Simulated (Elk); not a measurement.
# Worked example: self-consistent single point of BeB2 (P6/mmm, 3 atoms in the cell) in Elk

Method of the run: Elk 10.2.4 with PBEsol, all-electron FP-LAPW, Elk's shipped species files, APW+lo basis with extra local orbitals.

Input as run:

```
tasks
  0

xctype
  22

rgkmax
  7.5

gmaxvr
  16.0

nxlo
  2

lorbcnd
  .true.

rmtscf
  0.83

lmaxi
  3

swidth
  0.00499791

maxscl
  100

avec
    5.5363117680   -0.0000000088    0.0000000000
   -2.7681558764    4.7945866388    0.0000000000
    0.0000000000    0.0000000000    5.4373656702

atoms
  2
  'Be.in'
  1
  0.0000000000  0.0000000000  0.0000000000    0.0 0.0 0.0
  'B.in'
  2
  0.3333333333  0.6666666667  0.5000000000    0.0 0.0 0.0
  0.6666666667  0.3333333333  0.5000000000    0.0 0.0 0.0

ngridk
  13 13 11
```

The program printed (abridged):

```
│ Elk code version 10.2.4 │

All units are atomic (Hartree, Bohr, etc.)

│ Ground-state run starting from atomic densities │

Lattice vectors :
   5.536311768     -0.8800000000E-08   0.000000000
  -2.768155876       4.794586639       0.000000000
   0.000000000       0.000000000       5.437365670

Unit cell volume      :    144.3312091
Brillouin zone volume :    1.718617996

Muffin-tin inner radius fraction :   0.1000000000E-01

Nuclei treated as point charges

Species :    1 (Be)
 parameters loaded from : Be.in
 name : beryllium
 nuclear charge    :   -4.000000000
 electronic charge :    4.000000000
 atomic mass :    16428.20279
 muffin-tin radius :    1.494000000
 number of radial points in muffin-tin :    297
 atomic positions (lattice), magnetic fields (Cartesian) :
   1 :   0.00000000  0.00000000  0.00000000    0.00000000  0.00000000  0.00000000

Species :    2 (B)
 parameters loaded from : B.in
 name : boron
 nuclear charge    :   -5.000000000
 electronic charge :    5.000000000
 atomic mass :    19707.24741
 muffin-tin radius :    1.494000000
 number of radial points in muffin-tin :    297
 atomic positions (lattice), magnetic fields (Cartesian) :
   1 :   0.33333333 -0.33333333  0.50000000    0.00000000  0.00000000  0.00000000
   2 :  -0.33333333  0.33333333  0.50000000    0.00000000  0.00000000  0.00000000

Total number of atoms per unit cell :    3

Spin treatment :
 spin-unpolarised

Number of Bravais lattice symmetries :   24
Number of crystal symmetries         :   24
Crystal has inversion symmetry
Real symmetric eigensolver will be used

k-point grid :     13    13    11
k-point offset :    0.000000000       0.000000000       0.000000000
k-point set is reduced with full crystal symmetry group
Total number of k-points :      126

Muffin-tin radius times maximum |G+k| :    7.500000000
 using average radius
Maximum |G+k| for APW functions       :    5.020080321
Maximum (1/2)|G+k|²                   :    12.60060322
Maximum |G| for potential and density :    16.00000000
 potential will be trimmed for |G| > 2 gkmax
Constant for pseudocharge density :    6
Radial integration step length :    4

G-vector grid sizes :     30    30    28
Number of G-vectors :     9969

Maximum angular momentum used for
 APW functions                      :    8
 outer part of muffin-tin           :    6
 inner part of muffin-tin           :    3

Total nuclear charge    :   -14.00000000
Total core charge       :    6.000000000
Total valence charge    :    8.000000000
Total excess charge     :    0.000000000
Total electronic charge :    14.00000000

Effective Wigner radius, rₛ :    1.350147454

Number of empty states         :   12
Total number of valence states :   16
Total number of core states    :    6

Conduction state local-orbitals added automatically
Total number of local-orbitals :  195

Exchange-correlation functional :     22     0     0
 PBEsol, Phys. Rev. Lett. 100, 136406 (2008)
 gradient requirement :    1
 generalised gradient approximation (GGA)

Smearing type :    3
 Fermi-Dirac
Smearing width :   0.4997910000E-02
Effective electronic temperature (K) :    1578.215154

Mixing type :    3
 Broyden mixing, J. Phys. A: Math. Gen. 17, L317 (1984)

Kohn-Sham potential initialised from atomic data

│ Self-consistent loop started │
│ Loop number : 1 │
 total energy                :     -65.4762823336
│ Loop number : 2 │
 total energy                :     -65.4573943013
RMS change in Kohn-Sham potential (target) :    10.09721686     (  0.1000000000E-05)
Absolute change in total energy (target)   :   0.1888803231E-01 (  0.1000000000E-03)
│ Loop number : 3 │
 total energy                :     -65.0123850251
RMS change in Kohn-Sham potential (target) :    7.158011792     (  0.1000000000E-05)
Absolute change in total energy (target)   :   0.4497312842     (  0.1000000000E-03)
│ Loop number : 4 │
 total energy                :     -64.5850280252
RMS change in Kohn-Sham potential (target) :    3.844046196     (  0.1000000000E-05)
Absolute change in total energy (target)   :   0.5397898210     (  0.1000000000E-03)
│ Loop number : 5 │
 total energy                :     -64.3042300806
RMS change in Kohn-Sham potential (target) :    1.418069258     (  0.1000000000E-05)
Absolute change in total energy (target)   :   0.4157453998     (  0.1000000000E-03)
│ Loop number : 6 │
 total energy                :     -64.1929894730
RMS change in Kohn-Sham potential (target) :   0.3762003721     (  0.1000000000E-05)
Absolute change in total energy (target)   :   0.2151769575     (  0.1000000000E-03)
│ Loop number : 7 │
 total energy                :     -64.1533141993
RMS change in Kohn-Sham potential (target) :   0.2671633373E-01 (  0.1000000000E-05)
Absolute change in total energy (target)   :   0.9346951313E-01 (  0.1000000000E-03)
│ Loop number : 8 │
 total energy                :     -64.1555193306
RMS change in Kohn-Sham potential (target) :   0.1578195026E-01 (  0.1000000000E-05)
Absolute change in total energy (target)   :   0.2116224698E-01 (  0.1000000000E-03)
│ Loop number : 9 │
 total energy                :     -64.1545828575
RMS change in Kohn-Sham potential (target) :   0.2072482472E-02 (  0.1000000000E-05)
Absolute change in total energy (target)   :   0.6227034843E-02 (  0.1000000000E-03)
│ Loop number : 10 │
 total energy                :     -64.1540094788
RMS change in Kohn-Sham potential (target) :   0.3566874185E-03 (  0.1000000000E-05)
Absolute change in total energy (target)   :   0.2130137340E-02 (  0.1000000000E-03)
│ Loop number : 11 │
 total energy                :     -64.1539363464
RMS change in Kohn-Sham potential (target) :   0.1929507776E-03 (  0.1000000000E-05)
Absolute change in total energy (target)   :   0.6056667185E-03 (  0.1000000000E-03)
│ Loop number : 12 │
 total energy                :     -64.1538615746
RMS change in Kohn-Sham potential (target) :   0.1100907077E-04 (  0.1000000000E-05)
Absolute change in total energy (target)   :   0.2261885111E-03 (  0.1000000000E-03)
│ Loop number : 13 │
 total energy                :     -64.1538626985
RMS change in Kohn-Sham potential (target) :   0.3839841601E-05 (  0.1000000000E-05)
Absolute change in total energy (target)   :   0.5542325685E-04 (  0.1000000000E-03)
│ Loop number : 14 │
 total energy                :     -64.1538641346
RMS change in Kohn-Sham potential (target) :   0.1070932451E-05 (  0.1000000000E-05)
Absolute change in total energy (target)   :   0.1241973247E-04 (  0.1000000000E-03)
│ Loop number : 15 │
 total energy                :     -64.1538644351
RMS change in Kohn-Sham potential (target) :   0.9046828650E-06 (  0.1000000000E-05)
Absolute change in total energy (target)   :   0.2804407771E-05 (  0.1000000000E-03)
Convergence targets achieved

│ Loop number : 16 │

Energies :
 Fermi                       :     0.322317204669
 sum of eigenvalues          :     -29.8011253905
 electron kinetic            :      63.7119407035
 core electron kinetic       :      56.4286605583
 Coulomb                     :     -117.107581157
 Coulomb potential           :     -79.5820757151
 nuclear-nuclear             :     -21.5340999670
 electron-nuclear            :     -111.564886664
 Hartree                     :      15.9914054745
 Madelung                    :     -77.3165432990
 xc potential                :     -13.9309903789
 exchange                    :     -10.2124816261
 correlation                 :    -0.544613229207
 electron entropic           :    -0.112966572889E-02
 total energy                :     -64.1538649741

Density of states at Fermi energy :    13.91931505
 (states/Hartree/unit cell)

Estimated indirect band gap :   0.5072793890E-03
 from k-point    100 to k-point     90
Estimated direct band gap   :   0.6481335486E-01
 at k-point     55

Charges :
 core                        :    6.000000000
 valence                     :    8.000000000
 interstitial                :    4.837772473
 muffin-tins (core leakage)
  species :    1 (Be)
   atom    1                 :    2.386459748     (  0.5527722367E-02)
  species :    2 (B)
   atom    1                 :    3.387883890     (  0.5899366222E-03)
   atom    2                 :    3.387883890     (  0.5899366222E-03)
 total in muffin-tins        :    9.162227527
 total calculated charge     :    13.99096544
 total charge                :    14.00000000
 error                       :   0.9034556993E-02

│ Self-consistent loop stopped │
```

The run converged in 16 iterations. The count includes the last loop, which Elk runs after its targets are met.

The starting cell comes from a database of computed structures (which also holds hypothetical and non-ambient phases and stackings), without a prior relaxation at this level. Values depend on the basis (sphere radii, cutoffs, local orbitals), which need not be converged. The log's line on a gap gives a spacing of levels on this mesh, which the program prints for metals too.

Cost on one core of a shared machine: roughly 2 min.
